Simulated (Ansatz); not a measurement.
## WSi2: stress against strain

WSi2 (MoSi2 type, I4/mmm, 13.144 Å³/atom at rest, c along z) under a strain ε along c (axis z), the other axes held. LDA in Ansatz, a plane-wave DFT program (PAW, default set), 420 eV, 25×25×25 Γ-centred mesh, Fermi-Dirac smearing 0.10 eV; ions are relaxed within the symmetry of each cell. Stress is positive for a compressed cell.

Here s stands for strain and y for stress zz.

```
strain (%)  stress zz (GPa)
----------  ---------------
-3.00                     ?
-1.50                  9.16
-1.00                  5.96
-0.50                  2.91
0.00                  -0.01
0.50                  -2.79
1.00                  -5.42
1.50                  -7.93
```

Taking a straight line for y over the 7 complete rows: Means: s 0, y 0.269. About the means, the sum of products is -39.865 and the sum of squares of s is 7.0000; the slope is their ratio. Least squares gives y = 0.269 - 5.6950·s. Residuals (row less fit): 0.348, -0.004, -0.207, -0.279, -0.212, 0.006, 0.344; standard error 0.285 (degrees of freedom: 5). The slope gives the elastic constant C33 = 570 ± 11 GPa.

Q: What does the fit predict for y at s = -3.00, and how far is the calculated value from it?

A: y = 0.269 - 5.6950 × (-3.0) = 17.354 GPa. The calculation gives 19.65 GPa, 2.296 GPa above the prediction (8.3 % of the range of y in the table). The row lies outside the fitted rows, so this is an extrapolation. From the scatter of the fitted rows alone, a prediction at this place has a standard error of 0.443 GPa, so the miss is 5.2 times that.

One order more, fitted to all 13 runs of the series, follows each within 0.04, so the miss is the next term of a smooth law. In a metal these values are sensitive to mesh and smearing; energies are taken to zero smearing, stresses follow the free energy. Rows are the converged runs of the series near zero and its far end; series whose fitted rows scatter by over a few per cent of the range, as at a crossing or softening among them, aren't shown in this form. Most that stay on the fit to the last digits aren't either.
